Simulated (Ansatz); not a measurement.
Base system: La₂O₃ (space group P-3m1, No. 164; a = 3.940 Å, c = 6.188 Å).

All numbers come from DFT with PBE, PAW potentials and a 420 eV plane-wave cutoff in Ansatz (a quantum-chemistry and plane-wave program), no spin-orbit coupling, earlier PAW set.

Base values:

| Property | Value |
|---|---|
| Lattice parameter a | 3.940 Å |
| Band gap | 3.83 eV |

Perturbation: hydrostatic tension (pressure −2 GPa).

Question: What does the calculation give for the lattice parameter a after the change?

Answer: The lattice parameter a rises by 0.0152 Å to 3.956 Å.

Question: Predict the new band gap.

Answer: The band gap shrinks by 0.017 eV to 3.82 eV.

Load acts through the strain it causes; cell and atoms are relaxed under it. Whether these cells are dynamically stable was not tested.
